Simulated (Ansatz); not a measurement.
# CoPtO2: point defects

Take a 12-atom supercell of CoPtO$_{2}$ (space group R-3m, No. 166; non-magnetic) at its relaxed geometry as the base.

```yaml
crystal:
  lattice:
    - [1.40441, 0.81084, 5.90540]
    - [-4.21322, 2.43251, 0.00000]
    - [0.00000, -4.86501, 0.00000]
  atoms:
    - { symbol: Pt, position: [0.00000, 0.33333, 0.66667] }
    - { symbol: Pt, position: [0.00000, 0.66667, 0.33333] }
    - { symbol: Pt, position: [0.00000, 0.00000, 0.00000] }
    - { symbol: Co, position: [0.50000, 0.83333, 0.16667] }
    - { symbol: Co, position: [0.50000, 0.16667, 0.83333] }
    - { symbol: Co, position: [0.50000, 0.50000, 0.50000] }
    - { symbol: O, position: [0.33670, 0.44557, 0.77890] }
    - { symbol: O, position: [0.33670, 0.77890, 0.44557] }
    - { symbol: O, position: [0.33670, 0.11223, 0.11223] }
    - { symbol: O, position: [0.66330, 0.22110, 0.55443] }
    - { symbol: O, position: [0.66330, 0.55443, 0.22110] }
    - { symbol: O, position: [0.66330, 0.88777, 0.88777] }
```

One neutral defect a cell, atoms relaxed at fixed cell.

All numbers come from PBEsol (Ansatz, a quantum-chemistry and plane-wave program, PAW, no SOC).

| change | pressure | largest displacement of a host atom from its site in the perfect cell |
|---|---|---|
| perfect supercell | 0.0 GPa | – |
| O on a Co site (antisite) | 2.9 GPa | 0.17 Å |
| Pt on a O site (antisite) | 41.3 GPa | 0.50 Å |
| Pt vacancy | -3.5 GPa | 0.06 Å |
| Ir on a Co site | 18.0 GPa | 0.09 Å |

The cell is small, so the values are those of an ordered compound at a high defect concentration; dilute-limit values will differ. Starting moments died away, wholly or in part, for the base, Pt on a O site (antisite) and Ir on a Co site; another magnetic solution may exist. No Hubbard U is applied and the magnetic state is the run's own (Co2Pt3O7 magnetic; CoPtO2 not spin-polarised; CoPtO2 non-magnetic; Co3Pt4O5 without a net moment; Co3Pt2O6 magnetic); small cells can't hold the antiferromagnetic order that many such compounds have, so gaps and moments can be off. Spin-polarised in the final run: O on a Co site (antisite), Pt on a O site (antisite), Pt vacancy and Ir on a Co site; the other runs are not. An odd electron count without spin: CoPtO2.
